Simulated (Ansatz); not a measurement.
By LDA, the system below comes out a metal.

The ballistic (Sharvin) conductance counts the channels at the Fermi level: G/A = (e²/h) × channels of both spins per area.

Given:

```yaml
crystal:
  lattice:
    - [2.87315, 0.00000, 0.00000]
    - [-0.95772, 2.70883, 0.00000]
    - [0.95772, 1.35442, 2.34592]
  atoms:
    - { symbol: Nb, position: [0.00000, 0.00000, 0.00000] }
```

The cell is taken as given; by LDA it stands under a pressure of -10.9 GPa.

The current flows along the normal of the first two printed cell vectors, the (110) plane of the conventional cell. No spin-orbit coupling; the value is a mean over 0.1 eV about the Fermi level.

Question: State the ballistic conductance per area according to LDA run with Ansatz (an electronic-structure program).

Answer: 1.9 × 10¹⁵ S/m² for both spins.
